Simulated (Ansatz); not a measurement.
CdTe: strain along the normal

CdTe (zinc blende, F-43m, 32.901 Å³/atom at rest) under an equal strain ε in the (001) plane with the normal axis free, as in a coherent film. LDA in Ansatz, a plane-wave DFT program (PAW, default set), 420 eV, 9×9×9 Γ-centred mesh, Fermi-Dirac smearing 0.05 eV; ions are relaxed within the symmetry of each cell.

Here s stands for strain and y for normal strain.

| strain (%) | normal strain (%) |
|---|---|
| -1.50 | 2.03 |
| -1.00 | 1.36 |
| -0.50 | 0.70 |
| 0.00 | 0.00 |
| 0.50 | -0.68 |
| 1.00 | -1.38 |
| 1.50 | -2.08 |
| 3.00 | ? |

The 7 complete rows are fitted with a straight line, y against s. Means: s 0, y -0.007. About the means, the sum of products is -9.5950 and the sum of squares of s is 7.0000; the slope is their ratio. Least squares gives y = -0.007 - 1.3707·s. Residuals (row less fit): -0.019, -0.004, 0.022, 0.007, 0.012, -0.002, -0.017; standard error 0.016 (degrees of freedom: 5). The slope, -1.37 ± 0.01, is the elastic response of the normal axis, −2C12/C11 for this plane.

Question: Predict the withheld y at s = 3.00 from the fit, and compare with the calculation.

Answer: y = -0.007 - 1.3707 × 3.0 = -4.119%. The calculation gives -4.24%, 0.121% below the prediction (1.9 % of the range of y in the table). The row lies outside the fitted rows, so this is an extrapolation. From the scatter of the fitted rows alone, a prediction at this place has a standard error of 0.026%, so the miss is 4.7 times that.

One order more, fitted to all 13 runs of the series, follows each within 0.01, so the miss is the next term of a smooth law. Rows are the converged runs of the series near zero and its far end; series whose fitted rows scatter by over a few per cent of the range, as at a crossing or softening among them, aren't shown in this form. Most that stay on the fit to the last digits aren't either.
